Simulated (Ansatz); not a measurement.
# Thermal expansion of TiB₂ (P6/mmm, relaxed from the AlB2 type)

Method: the quasi-harmonic free energy, DFT at the PBEsol level (Ansatz, a quantum-chemistry and plane-wave program); phonon mesh 4×4×3, k mesh 12×12×12. The pressure is 30 GPa. The structure is held there; whether it is the stable one at that pressure was not tested.

```
T (K)  α_a (10⁻⁶/K)  α_c (10⁻⁶/K)  C_P (J/mol/K)  bulk modulus B_T (GPa)     γ
-----  ------------  ------------  -------------  ----------------------  ----
100             0.2           0.8            5.2                     369  1.23
200             1.1           3.3           23.4                     368  1.21
300             2.2           4.9           39.6                     367  1.19
400             3.0           5.7           50.6                     365  1.19
500             3.7           6.1           57.9                     363  1.18
600             4.1           6.3           62.7                     361  1.18
700             4.5           6.5           66.1                     359  1.18
800             4.7           6.6           68.5                     357  1.18
900             4.9           6.7           70.3                     355  1.18
1000            5.1           6.7           71.8                     353  1.18
```

```
Item                                                       Result
---------------------------------------  ------------------------
conventional lattice constants at 300 K  a = 2.944 Å, c = 3.070 Å
entropy at 300 K                                   23.3 J/(mol K)
adiabatic bulk modulus at 300 K                           368 GPa
bulk modulus without vibrations                           375 GPa
zero-point volume expansion                                0.76 %
```

No phase change or melting is allowed for: the numbers belong to this structure as given.

The PAW data sets were generated under PBE and serve the other functionals too.
